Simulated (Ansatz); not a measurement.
For CsCl-type PdIn, PBE+SOC (plane waves, PAW; Ansatz, a first-principles code) gives:

| Property | Result |
|---|---|
| lattice parameter a | 3.305 Å |
| bulk modulus | 110 GPa |

What does r²SCAN0 (Ansatz, PAW) give for the same quantities?


- lattice constant a: 3.248 Å (decreases by 1.7 %)
- bulk modulus: 142 GPa (rises by 29 %)

Changes are worked out from the printed values.

Unless a cell is named, each level is at its own relaxed cell (PBE+SOC 18.04, r²SCAN0 17.14 Å³/atom).

The crystal itself was run without spin with r²SCAN0; a magnetic state was not tried in these runs.

Ansatz's density-functional and Hartree–Fock values are scalar-relativistic unless marked +SOC, with PAW data made under PBE.
